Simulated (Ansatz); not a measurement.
The starting structures come from a database of crystals and need not be the phases stable at ambient conditions.

 Where the default PAW files enter, the runs use the earlier of Ansatz's two default sets.

Consider the following.

```
BeH2
1.0
    6.23338     0.00000     0.00000
   -1.55648     6.03593     0.00000
    1.34946    -1.04562     3.72949
Be H
6 12
Direct
  0.75000   0.75000   0.50000
  0.25000   0.25000   0.50000
  0.83137   0.16863   0.79046
  0.16863   0.83137   0.20954
  0.66863   0.33137   0.45320
  0.33137   0.66863   0.54680
  0.43682   0.25976   0.63663
  0.56318   0.74024   0.36337
  0.25976   0.43682   0.36337
  0.74024   0.56318   0.63663
  0.06318   0.24024   0.81369
  0.93682   0.75976   0.18631
  0.24024   0.06318   0.18631
  0.75976   0.93682   0.81369
  0.31148   0.68852   0.91297
  0.68852   0.31148   0.08703
  0.18852   0.81148   0.53593
  0.81148   0.18852   0.46407
```

Space group of this cell: Ibam. The cell is taken as given.

Transport runs along the normal of the first two printed cell vectors.

The gap is the functional's own. No spin-orbit coupling. Mid-gap values are interpolated on the energy grid.

Task: State the band gap and the smallest decay constant κ at mid-gap according to r2SCAN (Ansatz, a first-principles code).

Result: Gap 5.98 eV on a 8×8×8 mesh; κ = 0.394 1/Å, at (0.500, 0.500) of the in-plane reciprocal vectors. At the zone centre, at the nearest computed energy, the slowest state has κ = 0.43 1/Å.
